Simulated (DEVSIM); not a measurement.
Structure: abrupt GaSb p-n junction, at 300 K.

| layer (left to right) | material | thickness (μm) | Nd (cm⁻³) | Na (cm⁻³) | τn (s) | τp (s) |
|---|---|---|---|---|---|---|
| 1 | GaSb | 0.770 | - | 6.4e16 | 4.8e-8 | 4.8e-8 |
| 2 | GaSb | 240 | 9.7e15 | - | 4.8e-8 | 4.8e-8 |

Left contact: ohmic. Right contact: ohmic. Voltage is applied to the left contact. Recombination: SRH at mid-gap, radiative. Mobility is μmin + (μ − μmin)/(1 + (N/Nref)^α).

The device is made up for the run: typed textbook-type constants, with dimensions and the other settings drawn at random. Values at 300 K.

```
parameter        GaSb
-------------  ------
gap (eV)        0.726
affinity (eV)    4.06
permittivity     15.7
Nc (cm⁻³)      2.1e17
Nv (cm⁻³)      1.8e19
μn (cm²/Vs)      5000
μp (cm²/Vs)       850
μn,min           1000
μp,min            190
Nref,n         2.8e17
Nref,p           9e17
αn               1.05
αp               0.65
B (cm³/s)       1e-10
```

Model (solved in DEVSIM): 1D drift-diffusion, Boltzmann statistics, complete ionisation; no tunnelling, impact ionisation, image-force lowering or self-heating.

### Question
Tabulate band edges, carrier densities and field at zero bias.

### Answer
Energies count from the Fermi level of the right contact; mesh points crowd at the junctions.

```json
[
 {"x (μm)": "0.000", "Ec (eV)": "0.580", "Ev (eV)": "-0.146", "n (cm⁻³)": "3.8e7", "p (cm⁻³)": "6.4e16", "field (V/cm)": "≈ 0"},
 {"x (μm)": "0.04107", "Ec (eV)": "0.580", "Ev (eV)": "-0.146", "n (cm⁻³)": "3.8e7", "p (cm⁻³)": "6.4e16", "field (V/cm)": "≈ 0"},
 {"x (μm)": "0.1413", "Ec (eV)": "0.580", "Ev (eV)": "-0.146", "n (cm⁻³)": "3.8e7", "p (cm⁻³)": "6.4e16", "field (V/cm)": "≈ 0"},
 {"x (μm)": "0.4004", "Ec (eV)": "0.580", "Ev (eV)": "-0.146", "n (cm⁻³)": "3.8e7", "p (cm⁻³)": "6.4e16", "field (V/cm)": "≈ 0"},
 {"x (μm)": "0.6793", "Ec (eV)": "0.579", "Ev (eV)": "-0.147", "n (cm⁻³)": "3.9e7", "p (cm⁻³)": "6.1e16", "field (V/cm)": "-620"},
 {"x (μm)": "0.7509", "Ec (eV)": "0.539", "Ev (eV)": "-0.187", "n (cm⁻³)": "1.8e8", "p (cm⁻³)": "1.3e16", "field (V/cm)": "-17000"},
 {"x (μm)": "0.7806", "Ec (eV)": "0.464", "Ev (eV)": "-0.262", "n (cm⁻³)": "3.4e9", "p (cm⁻³)": "7.0e14", "field (V/cm)": "-28000"},
 {"x (μm)": "0.8793", "Ec (eV)": "0.239", "Ev (eV)": "-0.487", "n (cm⁻³)": "2.0e13", "p (cm⁻³)": "1.2e11", "field (V/cm)": "-17000"},
 {"x (μm)": "1.116", "Ec (eV)": "0.083", "Ev (eV)": "-0.643", "n (cm⁻³)": "8.6e15", "p (cm⁻³)": "2.8e8", "field (V/cm)": "-630"},
 {"x (μm)": "1.731", "Ec (eV)": "0.079", "Ev (eV)": "-0.647", "n (cm⁻³)": "9.7e15", "p (cm⁻³)": "2.5e8", "field (V/cm)": "≈ 0"},
 {"x (μm)": "3.478", "Ec (eV)": "0.079", "Ev (eV)": "-0.647", "n (cm⁻³)": "9.7e15", "p (cm⁻³)": "2.5e8", "field (V/cm)": "≈ 0"},
 {"x (μm)": "10.83", "Ec (eV)": "0.079", "Ev (eV)": "-0.647", "n (cm⁻³)": "9.7e15", "p (cm⁻³)": "2.5e8", "field (V/cm)": "≈ 0"},
 {"x (μm)": "28.72", "Ec (eV)": "0.079", "Ev (eV)": "-0.647", "n (cm⁻³)": "9.7e15", "p (cm⁻³)": "2.5e8", "field (V/cm)": "≈ 0"},
 {"x (μm)": "75.25", "Ec (eV)": "0.079", "Ev (eV)": "-0.647", "n (cm⁻³)": "9.7e15", "p (cm⁻³)": "2.5e8", "field (V/cm)": "≈ 0"},
 {"x (μm)": "189.9", "Ec (eV)": "0.079", "Ev (eV)": "-0.647", "n (cm⁻³)": "9.7e15", "p (cm⁻³)": "2.5e8", "field (V/cm)": "≈ 0"},
 {"x (μm)": "222.4", "Ec (eV)": "0.079", "Ev (eV)": "-0.647", "n (cm⁻³)": "9.7e15", "p (cm⁻³)": "2.5e8", "field (V/cm)": "≈ 0"},
 {"x (μm)": "233.9", "Ec (eV)": "0.079", "Ev (eV)": "-0.647", "n (cm⁻³)": "9.7e15", "p (cm⁻³)": "2.5e8", "field (V/cm)": "≈ 0"},
 {"x (μm)": "238.3", "Ec (eV)": "0.079", "Ev (eV)": "-0.647", "n (cm⁻³)": "9.7e15", "p (cm⁻³)": "2.5e8", "field (V/cm)": "≈ 0"},
 {"x (μm)": "240.1", "Ec (eV)": "0.079", "Ev (eV)": "-0.647", "n (cm⁻³)": "9.7e15", "p (cm⁻³)": "2.5e8", "field (V/cm)": "≈ 0"},
 {"x (μm)": "240.6", "Ec (eV)": "0.079", "Ev (eV)": "-0.647", "n (cm⁻³)": "9.7e15", "p (cm⁻³)": "2.5e8", "field (V/cm)": "≈ 0"},
 {"x (μm)": "240.7", "Ec (eV)": "0.079", "Ev (eV)": "-0.647", "n (cm⁻³)": "9.7e15", "p (cm⁻³)": "2.5e8", "field (V/cm)": "≈ 0"},
 {"x (μm)": "240.8", "Ec (eV)": "0.079", "Ev (eV)": "-0.647", "n (cm⁻³)": "9.7e15", "p (cm⁻³)": "2.5e8", "field (V/cm)": "≈ 0"}
]
```
